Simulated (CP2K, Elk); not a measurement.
An Elk input for a self-consistent single point of HgTe (P1, 4 atoms in the cell) (DFT, PBEsol, all-electron FP-LAPW, Elk's shipped species files, default APW+lo basis):

```
tasks
  0

xctype
  22

swidth
  0.00367493

maxscl
  100

scale
  1.889726125

avec
    3.0553630000   -3.5397360000    0.0000000000
    3.0553630000    3.5397360000    0.0000000000
    0.0000000000    0.0000000000    5.9199210000

atoms
  2
  'Hg.in'
  2
  0.3460520000  0.6596120000  0.7422490000    0.0 0.0 0.0
  0.6618250000  0.3506430000  0.2480590000    0.0 0.0 0.0
  'Te.in'
  2
  0.7722800000  0.2061180000  0.7522110000    0.0 0.0 0.0
  0.2198430000  0.7836280000  0.2574820000    0.0 0.0 0.0

ngridk
  5 5 4
```

Task: Write the same calculation as an input for CP2K.

Result: One input that does it (others would too):

```
&GLOBAL
  PROJECT calc
  RUN_TYPE ENERGY_FORCE
  PRINT_LEVEL MEDIUM
&END GLOBAL
&FORCE_EVAL
  METHOD Quickstep
  STRESS_TENSOR ANALYTICAL
  &DFT
    BASIS_SET_FILE_NAME BASIS_MOLOPT
    POTENTIAL_FILE_NAME GTH_POTENTIALS
    &QS
      METHOD GPW
      EPS_DEFAULT 1E-11
    &END QS
    &MGRID
      CUTOFF 500
      REL_CUTOFF 50
      NGRIDS 5
    &END MGRID
    &SCF
      SCF_GUESS ATOMIC
      EPS_SCF 1E-6
      MAX_SCF 100
      ADDED_MOS 7
      &DIAGONALIZATION
        ALGORITHM STANDARD
      &END DIAGONALIZATION
      &MIXING
        METHOD BROYDEN_MIXING
        ALPHA 0.3
        NBUFFER 10
        BETA 1.5
      &END MIXING
      &SMEAR ON
        METHOD FERMI_DIRAC
        ELECTRONIC_TEMPERATURE [K] 1160.45
      &END SMEAR
    &END SCF
    &KPOINTS
      SCHEME MONKHORST-PACK 5 5 4
      GAMMA_CENTERED T
    &END KPOINTS
    &XC
      &XC_FUNCTIONAL
        &PBE
          PARAMETRIZATION PBESOL
        &END PBE
      &END XC_FUNCTIONAL
    &END XC
    &PRINT
      &MO
        EIGENVALUES T
        OCCUPATION_NUMBERS T
        NDIGITS 8
        FILENAME mo
        &EACH
          QS_SCF 0
        &END EACH
        ADD_LAST NUMERIC
      &END MO
      &MULLIKEN ON
      &END MULLIKEN
    &END PRINT
  &END DFT
  &SUBSYS
    &CELL
      A 4.67600000 0.00000000 0.00000000
      B -0.68316700 4.62582500 0.00000000
      C 0.00000000 0.00000000 5.91992100
      PERIODIC XYZ
    &END CELL
    &COORD
      SCALED
      Hg       0.34605200     0.65961200     0.74224900
      Hg       0.66182500     0.35064300     0.24805900
      Te       0.77228000     0.20611800     0.75221100
      Te       0.21984300     0.78362800     0.25748200
    &END COORD
    &KIND Hg
      BASIS_SET DZVP-MOLOPT-SR-GTH
      POTENTIAL GTH-PBE-q12
    &END KIND
    &KIND Te
      BASIS_SET DZVP-MOLOPT-SR-GTH
      POTENTIAL GTH-PBE-q6
    &END KIND
  &END SUBSYS
  &PRINT
    &FORCES ON
    &END FORCES
    &STRESS_TENSOR ON
    &END STRESS_TENSOR
  &END PRINT
&END FORCE_EVAL
```

Basis settings and potentials, where a program has them, do not carry over. This input uses DFT PBEsol, GPW, DZVP-MOLOPT-SR-GTH basis, GTH-PBE potentials (GTH_POTENTIALS).

The starting cell comes from a database of computed structures (which also holds hypothetical and non-ambient phases and stackings), without a prior relaxation at this level. Its lattice was rescaled by a random factor within 2.5 % of one. For this run, on top of that: atoms moved at random.
